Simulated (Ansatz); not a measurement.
Consider GaAs in the zinc blende structure (space group F-43m, No. 216; a = 5.6590 Å). Axes: x, y, z lie along the cube axes.

Method: PBEsol (Ansatz, an electronic-structure program; PAW; 420 eV plane waves; no SOC).

Before the change:

The valence-band top at Γ is 0.00, 0.00, 0.00 eV and the gap character is direct at Γ. The band gap comes out as 0.42 eV.

The change: uniaxial strain ε_zz = +1.50 %, all other strain components held at zero; the atoms relax in the strained cell.

### Question
How does this affect the valence-band top at Γ?

### Answer
The valence-band top at Γ (three highest levels, from the VBM) becomes 0.00, 0.00, -0.09 eV (base: 0.00, 0.00, 0.00 eV).

### Question
How does this affect the gap character?

### Answer
The gap character stays direct at Γ.

### Question
Predict the new stress.

### Answer
The stress (xx, yy, zz, yz, xz, xy; compression positive) amounts to (-0.69, -0.69, -1.60, 0.00, 0.00, 0.00) GPa.

### Question
What does the calculation give for the band gap after the change?

### Answer
The band gap shrinks by 0.14 eV, from 0.42 eV to 0.28 eV.

Stability against distortions was not tested. A zero or small gap of GaAs under uniaxial strain ε_zz = +1.50 % can be the functional's error rather than a property of the material. Labels are those of the standard path for the cell's own space group.
